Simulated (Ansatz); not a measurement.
**A computed series for GaAs: response to strain**

Base system: GaAs in the zinc blende structure (space group F-43m, No. 216; a = 5.666 Å). Axes: x, y, z lie along the cube axes.

Strains are applied to the cell and any free atomic positions relax; under biaxial strain the out-of-plane vector relaxes too; under stress the whole cell relaxes.

Calculations: Ansatz (an electronic-structure program) r2SCAN, no spin-orbit coupling, earlier PAW set.

Notes on the quantities. energy relative to the base: free energy F.

| variant | electron mass | energy relative to the base | band gap | volume per atom |
|---|---|---|---|---|
| base | 0.051 mₑ (at Γ) | 0 meV/atom | 0.97 eV | 22.73 Å³ |
| biaxial strain −2.92 %, plane normal [001], relaxed out of plane | 0.068 mₑ out of plane, 0.060 mₑ in plane (at Γ) | +16 meV/atom | 1.11 eV | 21.95 Å³ |
| uniaxial strain ε_yy = +1.28 % | 0.048 mₑ along y, 0.046 mₑ across (at Γ) | +1.3 meV/atom | 0.84 eV | 23.02 Å³ |
| uniaxial strain ε_yy = +3.60 % | 0.042 mₑ along y, 0.035 mₑ across (at Γ) | +10 meV/atom | 0.61 eV | 23.55 Å³ |
| uniaxial stress, 8 GPa tension along z | – | +46 meV/atom | 0.33 eV | 23.64 Å³ |
| uniaxial stress, 3 GPa compression along x | 0.050 mₑ along x, 0.058 mₑ across (at Γ) | +8.1 meV/atom | 0.88 eV | 22.42 Å³ |

Masses are band curvatures over ±0.01 Å⁻¹ around the edge. Semilocal Kohn–Sham gaps tend to fall short of experiment. Stability under load was not tested beyond the relaxation.
